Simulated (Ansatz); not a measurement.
System: WTe (model structure, started from the WC type, P-6m2, No. 187, 2 atoms in the cell). Method: LDA (Ansatz, an electronic-structure program, plane waves, PAW).

Numerical settings: plane-wave cutoff 520 eV, 18×18×16 k mesh (along the axes of the cell as run), Fermi–Dirac smearing 0.05 eV, no spin polarisation, scalar-relativistic PAW data made under PBE.

Cell (relaxed at this level):

```
CELL_PARAMETERS angstrom
      3.68501     0.00000     0.00000
     -1.84251     3.19131     0.00000
      0.00000     0.00000     3.38288
ATOMIC_POSITIONS crystal
  W  0.00000 0.00000 0.00000
  Te 0.66667 0.33333 0.50000
```

Question: What does this level give for the bulk modulus B0?

Answer: 
* **bulk modulus B0**: 156 GPa

Note: the run has no spin polarisation, so it can have missed a magnetic state; the bulk modulus is −V dP/dV from two relaxed cells at ±2 % in volume; the relaxation could raise the start's symmetry but not lower it, so the cell can be a saddle point.

Spin–orbit coupling is not included; it can open a gap where bands touch, and shift volumes and moduli.

Computed values are for the static lattice.

A model structure was made by putting elements into a prototype or built by hand; it is no filed structure, need not be a known phase, and can be a saddle point held by its symmetry.
